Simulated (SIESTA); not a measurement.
SIESTA run on NaF (Fm-3m, 2 atoms in the cell): self-consistent single point.

Method: GGA PBE, numerical atomic orbitals DZP, PseudoDojo PBE standard norm-conserving potentials (rewritten from UPF to PSML) (SIESTA 5.4.2).

The change in words: lattice scaled by 0.98. Reference geometry:
```yaml
crystal:
  lattice:
    - [0.00000, 2.31500, 2.31500]
    - [2.31500, 0.00000, 2.31500]
    - [2.31500, 2.31500, 0.00000]
  atoms:
    - { symbol: Na, position: [0.00000, 0.00000, 0.00000] }
    - { symbol: F, position: [0.50000, 0.50000, 0.50000] }
```

Reference input (self-consistent single point, DFT, GGA PBE, numerical atomic orbitals DZP, PseudoDojo PBE standard norm-conserving potentials (rewritten from UPF to PSML)): XC.functional = GGA; XC.authors = PBE; potentials = PseudoDojo PBE standard; PAO.BasisSize = DZP; PAO.EnergyShift = 0.01 Ry; MeshCutoff = 300 Ry; kgrid.MonkhorstPack = 6 6 6; OccupationFunction = FD; ElectronicTemperature = 580.23 K; MaxSCFIterations = 150; SCF.Mixer.Method = Pulay; SCF.Mixer.Weight = 0.2. This run's input differs from it in these lines:

```diff
@@ -12,5 +12,5 @@
 %block LatticeVectors
-     0.000000000    2.315000000    2.315000000
-     2.315000000    0.000000000    2.315000000
-     2.315000000    2.315000000    0.000000000
+     0.000000000    2.268700000    2.268700000
+     2.268700000    0.000000000    2.268700000
+     2.268700000    2.268700000    0.000000000
 %endblock LatticeVectors
@@ -19,3 +19,3 @@
      0.000000000    0.000000000    0.000000000  1
-     2.315000000    2.315000000    2.315000000  2
+     2.268700000    2.268700000    2.268700000  2
 %endblock AtomicCoordinatesAndAtomicSpecies
```

Output, abridged:

```
        iscf     Eharris(eV)        E_KS(eV)     FreeEng(eV)     dDmax    Ef(eV) dHmax(eV)
   scf:    1    -1916.469468    -1916.388856    -1916.388856  0.571594 -6.690311  4.788813
   scf:    2    -1916.943120    -1916.694733    -1916.694733  0.085434 -7.084765  2.459937
   scf:    3    -1916.851169    -1916.810331    -1916.810331  0.093105 -7.694878  0.919735
   scf:    4    -1916.818146    -1916.816160    -1916.816160  0.066228 -8.178320  0.250196
   scf:    5    -1916.743289    -1916.786140    -1916.786140  0.043294 -8.211611  1.345265
   scf:    6    -1916.828188    -1916.817137    -1916.817137  0.055828 -8.155828  0.033050
   scf:    7    -1916.817154    -1916.817146    -1916.817146  0.000291 -8.152374  0.024354
   scf:    8    -1916.817161    -1916.817156    -1916.817156  0.000961 -8.153974  0.000403
   scf:    9    -1916.817156    -1916.817156    -1916.817156  0.000015 -8.153930  0.000018
SCF Convergence by DM+H criterion
max |DM_out - DM_in|         :     0.0000148551
max |H_out - H_in|      (eV) :     0.0000183834
SCF cycle converged after 9 iterations

Using DM_out to compute the final energy and forces

siesta: E_KS(eV) =            -1916.8172

siesta: E_KS - E_eggbox =     -1916.8172

siesta: Atomic forces (eV/Ang):
     1   -0.000000   -0.000000   -0.000000
     2   -0.000000   -0.000000    0.000000
   Tot   -0.000000   -0.000000    0.000000
   Max    0.000000
   Res    0.000000    sqrt( Sum f_i^2 / 3N )
   Max    0.000000    constrained

Stress tensor Voigt[x,y,z,yz,xz,xy] (kbar):      -31.54      -31.54      -31.54       -0.51       -0.51       -0.51
(Free)E + p*V (eV/cell)    -1916.3574
Target enthalpy (eV/cell)    -1916.8172

siesta: Program's energy decomposition (eV):
siesta: FreeEng =     -1916.817156

   [... lines left out ...]
siesta:    -0.019688   -0.000318   -0.000318
siesta:    -0.000318   -0.019688   -0.000318
siesta:    -0.000318   -0.000318   -0.019688

siesta: Cell volume =         23.353996 Ang**3

siesta: Pressure (static):
siesta:                Solid            Molecule  Units
siesta:           0.00021443          0.00021443  Ry/Bohr**3
siesta:           0.01968767          0.01968767  eV/Ang**3
siesta:          31.54312391         31.54312391  kBar
```

The run converged in 9 iterations. Against the reference run the free energy goes up by 5.6 meV/atom, the pressure goes from -0.57 to 3.15 GPa and the gap on the mesh goes from 6.166 to 6.521 eV.

The starting cell has typed, rounded lattice constants, without a prior relaxation at this level. For this run, on top of that: lattice scaled by 0.98. Values carry the incompleteness of an atom-centred basis. With a pressure of about 3 GPa the cell is away from its equilibrium volume at this level.
